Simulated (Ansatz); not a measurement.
The starting structures come from a database of crystals and need not be the phases stable at ambient conditions.

 Where the default PAW files enter, the runs use the earlier of Ansatz's two default sets.

Inside the gap of an insulator the Bloch states are evanescent, with a wavenumber k + iκ along the transport direction.

Here is the system:

```
CELL_PARAMETERS angstrom
      7.05600     0.00000     0.00000
      0.00000     7.05600     0.00000
      3.52800    -3.52800     4.98935
ATOMIC_POSITIONS crystal
  K  0.25000 0.25000 0.50000
  K  0.75000 0.75000 0.50000
  Sn 0.00000 0.00000 0.00000
  Cl 0.24615 0.75385 0.50769
  Cl 0.75385 0.24615 0.49231
  Cl 0.75385 0.75385 0.00000
  Cl 0.24615 0.24615 0.00000
  Cl 0.24615 0.75385 0.00000
  Cl 0.75385 0.24615 0.00000
```

Space group of this cell: Fm-3m. The cell was relaxed by PBE-D3(BJ); by PBEsol its mean pressure is -0.5 GPa.

Transport runs along the normal of the first two printed cell vectors, the (001) plane of the conventional cell.

The gap is the functional's own, uncorrected, and κ follows it; spin-orbit coupling is left out. Mid-gap values are interpolated between the computed energies.

Estimate the band gap and the smallest decay constant κ at mid-gap that PBEsol in Ansatz (an electronic-structure program) returns for this system.

Gap 2.21 eV on a 6×6×6 mesh; κ = 0.278 1/Å, at the zone centre.
